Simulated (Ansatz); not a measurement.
**MoP: response to strain**

Consider MoP (space group P-6m2, No. 187; a = 3.2076 Å, c = 3.1727 Å; relaxed with 0.1 eV smearing). Axes: x lies along a and z along c of the hexagonal cell.

Strains are applied to the cell and any free atomic positions relax; under stress the whole cell relaxes.

Method: DFT with PBEsol, PAW potentials and a 420 eV plane-wave cutoff in Ansatz (a first-principles code), spin-orbit coupling left out.

Notes on the quantities. energy relative to the base: free energy F; pressure: mean of the normal stresses, compression positive.

| case | energy relative to the base | volume per atom | pressure |
|---|---|---|---|
| base | 0 meV/atom | 14.13 Å³ | 0.0 GPa |
| isotropic strain −2.19 % | +50 meV/atom | 13.23 Å³ | 18.6 GPa |
| isotropic strain +1.02 % | +9.6 meV/atom | 14.57 Å³ | -6.9 GPa |
| isotropic strain +3.43 % | +101 meV/atom | 15.64 Å³ | -19.5 GPa |
| isotropic strain +5.96 % | +0.279 eV/atom | 16.82 Å³ | -28.5 GPa |
| uniaxial strain ε_xx = −0.98 % | +1.6 meV/atom | 14.00 Å³ | 2.2 GPa |
| uniaxial strain ε_yy = +1.15 % | +2.1 meV/atom | 14.30 Å³ | -2.5 GPa |
| uniaxial stress, 5 GPa compression along x | +3.6 meV/atom | 14.02 Å³ | – |
| tensor shear ε_xz = +0.57 % | +1.1 meV/atom | 14.13 Å³ | 0.0 GPa |
| uniaxial stress, 3 GPa tension along x | +1.4 meV/atom | 14.21 Å³ | – |

Beyond what the load breaks, stability against distortions was not tested. The final runs are not spin-polarised. An odd electron count without spin: MoP.
